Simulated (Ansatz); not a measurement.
A self-consistent single point of Mn3Si (I4mm, 4 atoms in the cell) with Ansatz (an electronic-structure program).

Method: LDA (PW92), default PAW files made with PBE (plane waves; Ansatz).

```
Mn3Si
1.0
    0.00000     2.83039     2.83039
    2.83039     0.00000     2.83039
    2.83039     2.83039     0.00000
Mn Si
3 1
Direct
  0.25000   0.25000   0.25000
  0.75000   0.75000   0.75000
  0.50883   0.50883   0.49117
  0.00000   0.00000   0.00000
```
Moments meant for the start (each program seeds them in its own way; μB, in the order of the atoms Mn Mn Mn Si): 4.0 4.0 4.0 0.0.

Reference input (self-consistent single point, DFT, LDA (PW92), plane waves, default PAW files made with PBE): basis.ecutwfc = 30.9 Ry; kpoints.mp_grid.grid = 8 8 8; hamiltonian.xc = lda; hamiltonian.pseudopotentials = {kind: paw} (the program's default PAW files); magnetization.spin_polarized = true; scf.occupations.method = gaussian; scf.occupations.width = 0.0073 Ry. This run's input differs from it in these lines:

Ansatz 0.2 input:
```diff
@@ -15,3 +15,3 @@
   mp_grid:
-    grid: [8, 8, 8]
+    grid: [6, 6, 6]
 hamiltonian:
@@ -25,3 +25,3 @@
     method: gaussian
-    width: 0.0073 Ry
+    width: 0.0037 Ry
 output:
```

Output (repeated stretches shortened):

```
SCF iter   1: F=—  HF=-12139.453489 eV  |F-HF|=—  |Δ(HF+E_count)|=         —  Δρ=3.57e-1 (↑3.57e-1 ↓2.22e-1)  dr2=7.66e0  dr2_m=3.43e1  M=2.361 μB ∫|m|=2.431 μB  β_m=0.30  ethr=3.10e-3  ⟨swp⟩=5.5  Hψ=8105  notcnv=0  defer=1
Mixer restart at iter 1: flushing history
all-band conjugate gradients solve this SCF's bands
preconditioner: auto → Kerker (q_TF=auto, 2.764 Å⁻¹)
   [... lines left out ...]
SCF iter  15: F=—  HF=-12133.671346 eV  |F-HF|=—  |Δ(HF+E_count)|=   1.35e-9  Δρ=2.96e-6 (↑2.96e-6 ↓1.04e-6)  dr2=6.96e-9  dr2_m=3.99e-10  M=1.055 μB ∫|m|=3.670 μB  β_m=0.94  ethr=1.54e-11  ⟨swp⟩=2.2  Hψ=3446  notcnv=0  defer=250
SCF iter  16: F=-12133.671346 eV  HF=-12133.671346 eV  |F-HF|=2.60e-8  |Δ(HF+E_count)|=   2.09e-9  Δρ=4.30e-6 (↑4.30e-6 ↓3.07e-6)  dr2=2.76e-8  dr2_m=2.15e-10  M=1.055 μB ∫|m|=3.670 μB  ethr=1.42e-11  ⟨swp⟩=7.2  Hψ=8130  notcnv=0
SCF 1 converged in 16 iterations: F = -12133.671346 eV  dr2 = 2.76e-8
WARN: the starting moments were not kept: 2 of 3 ended reversed and 1 kept their direction, counting a site from 0.1 μB …
Magnetization: 1.0551 μB (25.0275 up, 23.9725 down)
   [... lines left out ...]
Absolute magnetization: 3.6703 μB (∫|ρ↑−ρ↓|, with the PAW one-centre terms)
Free energy (F): -12133.671346 eV
Fermi energy:    17.478462 eV
   [... lines left out ...]
  atom   4  Si     0.00000000     0.00000000     0.07379169
--- Stress (GPa, compression-positive) ---
      -18.336510       0.000000      -0.000000
        0.000000     -18.336510       0.000000
       -0.000000       0.000000     -18.264945
  P = ⅓ Tr σ = -18.3127 GPa (-183.127 kbar)
  The stress holds the Pulay correction. Without it, at fixed plane waves, as pw.x and ABINIT print it: P = -18.3818 GPa
```

The run converged in 16 iterations. Against the reference run the free energy rises by 2.2 meV/atom, the pressure hardly changes (-18.33 to -18.31 GPa), the largest force goes from 0.230 to 0.244 eV/Å and the size of the net moment hardly changes (0.27 to 0.26 μB/atom).

The starting cell comes from a database of computed structures (which also holds hypothetical and non-ambient phases and stackings), without a prior relaxation at this level. Its lattice was rescaled by up to half a per cent. One atom was moved a little off its site on purpose. The magnetic order is the one reached from the typed start; others were not searched systematically. The program warned that a starting moment was not kept. With a pressure of about -18 GPa the cell is away from its equilibrium volume at this level. Ansatz's pressure includes its estimate of the finite-basis (Pulay) stress.
